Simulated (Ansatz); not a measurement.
## ZrO2: electrons 3.0×10^21 cm⁻³

The parent structure is ZrO2 (space group P4_2/nmc, No. 137; a = 3.584 Å, c = 5.177 Å).

The change: 0.200 electrons added to each cell, a density of 3.0×10^21 cm⁻³, with a uniform compensating background at fixed cell and a 300 K Fermi–Dirac width.

Method: DFT with PBEsol, PAW potentials and a 420 eV plane-wave cutoff in Ansatz (a program for electronic structure), without spin-orbit coupling. Γ-centred 13×13×9 mesh, Fermi–Dirac width 0.0259 eV.

| quantity | base | changed | shift |
|---|---|---|---|
| gap between the host's bands | 4.00 eV | 4.07 eV | +0.07 eV |
| gap character | indirect, M–Γ (56 % along) → Γ | indirect, M–Γ (56 % along) → Γ | – |
| Fermi level relative to the doped band's edge (positive inside the band; to 0.05 eV) | – | +0.45 eV | – |

Carriers are added with a uniform compensating background; total energy and stress of such cells depend on the potential's zero and are not compared; many-body gap narrowing is missing at this level. Whether these cells are dynamically stable was not tested. This is not the structure that ZrO2 has at room temperature and ambient pressure.
